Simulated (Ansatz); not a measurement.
## Response to strain in hypothetical P6_422 BP

Start from BP (space group P6_422, No. 181; a hypothetical phase, not in the database extracts checked).

BP has the hexagonal space group P6₄22 (No. 181), Pearson symbol hP6. Lattice parameters: a = b = 3.2597 Å, c = 6.9403 Å, α = β = 90.00°, γ = 120.00°. B on 3c is coordinated by 4 P at 1.999 Å. P on 3d is surrounded by 4 B at 1.999 Å. (Neighbours: up to the widest gap in distance over summed covalent radii, below 1.35, at either atom.)

Strains are applied to the cell and any free atomic positions relax.

Level of theory: PBEsol in Ansatz (plane waves to 420 eV, PAW, without spin-orbit coupling).

Computed cases, in order: isotropic strain −0.70 %; the unstrained base; isotropic strain +0.51 %; isotropic strain +2.32 %.

Q: Between which two neighbouring cases does the band gap open or close?

A: Between isotropic strain +0.51 % (zero) and isotropic strain +2.32 % (0.10 eV). The whole series: isotropic strain −0.70 %: zero; the unstrained base: zero; isotropic strain +0.51 %: zero; isotropic strain +2.32 %: 0.10 eV.

A case with no gap was solved on a k-mesh chosen for an insulator, which is coarse for it. Whether these cells are dynamically stable was not tested. The base started in P3_121 and relaxed to P6_422 at this level. All final runs are without spin polarisation. The zero or small gap of BP can change with the level of theory.

Ansatz is a program for electronic structure.
